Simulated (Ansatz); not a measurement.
The parent structure is WC (space group P-6m2, No. 187; relaxed with 0.1 eV smearing).

```xyz
2
Lattice="2.8991 0.0000 0.0000 -1.4496 2.5107 0.0000 0.0000 0.0000 2.8268" Properties=species:S:1:pos:R:3 pbc="T T T"
W      0.0000     0.0000     0.0000
C      0.0000     1.6738     1.4134
```

Cartesian axes are those of the cell as printed.

Method: plane-wave PAW DFT at the PBEsol level (Ansatz, a program for electronic structure, 420 eV), without spin-orbit coupling.

For the base:

```
Item       Result
--------  -------
Pressure  0.0 GPa
```

Now apply this change: the cell is stretched by 2.50 % along z with no lateral relaxation, atoms relaxed at fixed cell.

How does this affect the energy relative to the base and pressure?

The energy grows by 19 meV/atom; the pressure (mean of the normal stresses, compression positive) goes from zero to -10.4 GPa.

The cells carry an imposed strain or load. Stability against distortions was not tested. All final runs are without spin polarisation.
